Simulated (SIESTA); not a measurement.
# Worked example: self-consistent single point of MgVP2O7 (C2, 11 atoms in the cell) in SIESTA

Computed with SIESTA 5.4.2 with LDA PW92+U, numerical atomic orbitals DZP, PseudoDojo LDA standard norm-conserving potentials (rewritten from UPF to PSML).

Input as run:

```
# files in the folder: Mg.psml V.psml P.psml O.psml (PseudoDojo LDA standard)
SystemName  MgVP2O7
SystemLabel mgvp2o7

NumberOfAtoms                11
NumberOfSpecies              4
%block ChemicalSpeciesLabel
  1 12 Mg
  2 23 V
  3 15 P
  4 8 O
%endblock ChemicalSpeciesLabel
LatticeConstant              5.382851 Ang
%block LatticeVectors
     0.611169620   -0.791499709    0.000000000
     0.611169620    0.791499709    0.000000000
    -0.175723794    0.000000000    0.828051715
%endblock LatticeVectors
AtomicCoordinatesFormat      Ang
%block AtomicCoordinatesAndAtomicSpecies
     3.289835000    2.280403401    0.000000000  1
     3.289835000   -3.050024637    0.000000000  2
     4.345844936   -0.398188667    1.818257822  3
     1.287930064   -0.398188666    2.639021178  3
     5.076239841   -0.403812560    3.168590496  4
     0.557535159   -0.403812560    1.288688504  4
     1.110526224    0.899141196    3.447705306  4
     4.523248776    0.899141196    1.009573693  4
     0.991757557   -1.657770278    3.466024723  4
     4.642017443   -1.657770278    0.991254277  4
     2.816887500   -0.502741950    2.228639500  4
%endblock AtomicCoordinatesAndAtomicSpecies

XC.functional                LDA
XC.authors                   PW92
PAO.BasisSize                DZP
PAO.EnergyShift              0.01 Ry
MeshCutoff                   350 Ry
%block kgrid.MonkhorstPack
    3   0   0  0.0
    0   3   0  0.0
    0   0   4  0.0
%endblock kgrid.MonkhorstPack
OccupationFunction           FD
ElectronicTemperature        0.02 eV
Spin                         polarized
%block DM.InitSpin
  1 +0.00
  2 +2.00
  3 +0.00
  4 +0.00
  5 +0.00
  6 +0.00
  7 +0.00
  8 +0.00
  9 +0.00
  10 +0.00
  11 +0.00
%endblock DM.InitSpin
DFTU.ProjectorGenerationMethod 2
DFTU.CutoffNorm              0.9
DFTU.FirstIteration          true
%block DFTU.proj
  V 1
  n=3 2
  3.25 0.00
  0.00 0.00
%endblock DFTU.proj

MaxSCFIterations             150
SCF.Mixer.Method             Pulay
SCF.Mixer.Weight             0.1
SCF.Mixer.History            6
SCF.DM.Tolerance             1.0E-05
Diag.ParallelOverK           true
WriteForces                  true
Charge.Mulliken              end
```

The program printed (abridged):

```
reinit: Reading from file input.fdf

reinit: System Name: MgVP2O7
reinit: System Label: mgvp2o7

NOTE on units for spin output:
{S} is the spin magnetic moment, in units of the Bohr magneton,
assuming a g-factor for the electron spin of exactly 2.
The spin magnetic moment is then numerically equal to the charge inbalance,
in units of electrons, between the spin-up and -down channels.

coor:   Atomic-coordinates input format  =     Cartesian coordinates
coor:                                          (in Angstroms)

siesta: Atomic coordinates (Bohr) and species
siesta:      6.21689   4.30934   0.00000  1        1
siesta:      6.21689  -5.76371   0.00000  2        2
siesta:      8.21246  -0.75247   3.43601  3        3
siesta:      2.43384  -0.75247   4.98703  3        4
siesta:      9.59270  -0.76310   5.98777  4        5
siesta:      1.05359  -0.76310   2.43527  4        6
siesta:      2.09859   1.69913   6.51522  4        7
siesta:      8.54770   1.69913   1.90782  4        8
siesta:      1.87415  -3.13273   6.54984  4        9
siesta:      8.77214  -3.13273   1.87320  4       10
siesta:      5.32315  -0.95004   4.21152  4       11

siesta: System type = bulk

initatomlists: Number of atoms, orbitals, and projectors:     11   145   153

siesta: ******************** Simulation parameters ****************************
redata: Spin configuration                          = collinear
redata: Time-Reversal Symmetry                      = T
redata: Number of Atomic Species                    =        4
redata: Mesh Cutoff                                 =   350.0000 Ry
redata: Net charge of the system                    =     0.0000 |e|
redata: Min. number of SCF Iter                     =        0
redata: Max. number of SCF Iter                     =      150
redata: SCF convergence failure will abort job
redata: SCF mix quantity                            = Hamiltonian
   [... lines left out ...]
superc: Number of atoms, orbitals, and projectors:   1375  18125  19125

                        Single-point calculation

superc: Internal auxiliary supercell:     5 x     5 x     5  =     125
superc: Number of atoms, orbitals, and projectors:   1375  18125  19125

outcell: Unit cell vectors (Ang):
        3.289835   -4.260525    0.000000
        3.289835    4.260525    0.000000
       -0.945895    0.000000    4.457279

outcell: Cell vector modules (Ang)   :    5.382851    5.382851    4.556540
outcell: Cell angles (23,13,12) (deg):     97.2889     97.2889    104.6518
outcell: Cell volume (Ang**3)        :    124.9502
new_DM -- step:     1
Initializing Density Matrix...

Attempting to read DM from file... Failed...
initDM: WARNING: atom 1 has a closed-shell and cannot be polarized
DM filled with atomic data (user-defined):

InitMesh: MESH = 60 x 60 x 54 = 194400
InitMesh: Mesh cutoff (required, used) =   350.000   377.205 Ry
hubbard_term: recalculating local occupations    1
hubbard_term: maximum change in local occup.    0.475406
hubbard_term: recalculating Hamiltonian

stepf: Fermi-Dirac step function
hubbard_term: recalculating local occupations    1
hubbard_term: maximum change in local occup.    0.385843
hubbard_term: recalculating Hamiltonian
        iscf     Eharris(eV)        E_KS(eV)     FreeEng(eV)     dDmax    Ef(eV) dHmax(eV)
   scf:    1    -7117.831607    -7138.335687    -7138.335687  0.842384 -2.473664  5.744217
     spin moment: {S} , |S| = {        0.0        0.0    3.00000 }     3.00000
   scf:    2    -7145.008949    -7141.845385    -7141.845385  0.058541 -2.692410  4.477558
     spin moment: {S} , |S| = {        0.0        0.0    3.00000 }     3.00000
   scf:    3    -7147.447398    -7145.862795    -7145.862795  0.148455 -3.510161  3.027181
     spin moment: {S} , |S| = {        0.0        0.0    3.00000 }     3.00000
   scf:    4    -7145.983842    -7145.923601    -7145.923601  0.013743 -3.309168  1.924778
     spin moment: {S} , |S| = {        0.0        0.0    3.00000 }     3.00000
   scf:    5    -7145.967985    -7145.947333    -7145.947333  0.021619 -3.851284  1.012317
     spin moment: {S} , |S| = {        0.0        0.0    3.00000 }     3.00000
   scf:    6    -7145.956526    -7145.945857    -7145.945857  0.025208 -2.791492  0.113683
   [... lines left out ...]
hubbard_term: maximum change in local occup.    0.000869
   scf:   24    -7146.008697    -7146.008697    -7146.008697  0.000141 -2.795344  0.000742
     spin moment: {S} , |S| = {        0.0        0.0    3.00000 }     3.00000
hubbard_term: recalculating local occupations   20
hubbard_term: maximum change in local occup.    0.000935
   scf:   25    -7146.008698    -7146.008697    -7146.008697  0.000059 -2.795517  0.000654
     spin moment: {S} , |S| = {        0.0        0.0    3.00000 }     3.00000
hubbard_term: recalculating local occupations   21
hubbard_term: maximum change in local occup.    0.000966
   scf:   26    -7146.008693    -7146.008693    -7146.008693  0.000030 -2.795543  0.000485
     spin moment: {S} , |S| = {        0.0        0.0    3.00000 }     3.00000
hubbard_term: recalculating local occupations   22
hubbard_term: maximum change in local occup.    0.000970
   scf:   27    -7146.008689    -7146.008689    -7146.008689  0.000006 -2.795521  0.000344
     spin moment: {S} , |S| = {        0.0        0.0    3.00000 }     3.00000
SCF Convergence by DM+H criterion
max |DM_out - DM_in|         :     0.0000055455
max |H_out - H_in|      (eV) :     0.0003443560
DFT+U population converged by dTol_pop criteria:
max |pop(DFT+U)_i - pop(DFT+U)_j|:     0.0009698503
SCF cycle converged after 27 iterations

Using DM_out to compute the final energy and forces
hubbard_term: recalculating local occupations   23
hubbard_term: maximum change in local occup.    0.000970
hubbard_term: recalculating Hamiltonian and forces

siesta: E_KS(eV) =            -7146.0087

siesta: E_KS - E_eggbox =     -7146.0087

siesta: Atomic forces (eV/Ang):
     1    0.000000    0.028062    0.000000
     2    0.000000   -0.214196    0.000000
     3    0.100845    0.018631   -0.065948
     4   -0.100845    0.018631    0.065948
     5    0.340213    0.174854    0.510624
     6   -0.340214    0.174854   -0.510624
     7   -0.262332    0.286951    0.206998
     8    0.262332    0.286951   -0.206999
     9    0.044457   -0.356958    0.273228
    10   -0.044457   -0.356958   -0.273228
    11   -0.000000   -0.052663   -0.000000
   Tot    0.000000    0.008161    0.000000
   Max    0.510624
   Res    0.226261    sqrt( Sum f_i^2 / 3N )
   Max    0.510624    constrained

Stress tensor Voigt[x,y,z,yz,xz,xy] (kbar):       93.15       70.27       85.17        0.00       -7.05       -0.00
(Free)E + p*V (eV/cell)    -7152.4709
Target enthalpy (eV/cell)    -7146.0087

siesta: Program's energy decomposition (eV):
siesta: Ebs     =     -1649.796134
siesta: Eions   =     10309.284364
siesta: Ena     =      1466.019747
siesta: Ekin    =      4072.903449
siesta: Enl     =      -978.793450
siesta: Eso     =         0.000000
siesta: Edftu   =         0.900508
siesta: DEna    =        26.516118
siesta: DUscf   =         4.272823
siesta: DUext   =         0.000000
siesta: Ex      =     -1288.344759
siesta: Ec      =      -140.198765
siesta: Exc     =     -1428.543524
siesta: Eharris =     -7146.008689
siesta: Etot    =     -7146.008694
siesta: FreeEng =     -7146.008694

siesta: Atomic forces (eV/Ang):
siesta:      1    0.000000    0.028062    0.000000
siesta:      2    0.000000   -0.214196    0.000000
   [... lines left out ...]
siesta: Cell volume =        124.950227 Ang**3
siesta:         -82.86203420       -113.05526400  kBar
   [... lines left out ...]
               3Pdxy   3Pdyz   3Pdz2   3Pdxz   3Pdx2-y2
   3  2.421   0.347   0.162   0.247   0.286   0.225   0.138   0.108   0.137
              0.138   0.164   0.169   0.145   0.156
   4  2.421   0.347   0.162   0.247   0.286   0.225   0.138   0.108   0.137
              0.138   0.164   0.169   0.145   0.156

Species: O
Atom  Qatom  Qorb
               2s      2s      2py     2pz     2px     2py     2pz     2px
               3Pdxy   3Pdyz   3Pdz2   3Pdxz   3Pdx2-y2
   5  3.151   0.743   0.073   0.831   0.574   0.775  -0.012   0.127   0.026
              0.002   0.003   0.004   0.004   0.002
   6  3.151   0.743   0.073   0.831   0.574   0.775  -0.012   0.127   0.026
   [... 11 lines left out ...]

mulliken: Qtot =       36.000

Mulliken Atomic Populations:
Atom #   charge [q] valence [e]      Sz [e]  Species
     1     0.780600    9.219400   -0.003422  Mg
     2     0.585477   12.414523    3.024836  V
     3     0.153093    4.846907    0.004990  P
     4     0.153093    4.846907    0.004990  P
     5    -0.298286    6.298286   -0.004123  O
     6    -0.298286    6.298286   -0.004123  O
     7    -0.299162    6.299162   -0.006186  O
     8    -0.299162    6.299162   -0.006186  O
     9    -0.283337    6.283337   -0.006067  O
    10    -0.283337    6.283337   -0.006067  O
    11     0.089307    5.910693    0.001359  O
 Total    -0.000000                3.000000
```

The run converged in 27 iterations.

The starting cell comes from a database of computed structures (which also holds hypothetical and non-ambient phases and stackings), without a prior relaxation at this level. With one magnetic atom in the cell only a parallel order is possible. With U or open f shells several self-consistent states can exist. Values carry the incompleteness of an atom-centred basis. With a pressure of about -8 GPa the cell is away from its equilibrium volume at this level.

Cost on one core of a shared machine: roughly 3 min.
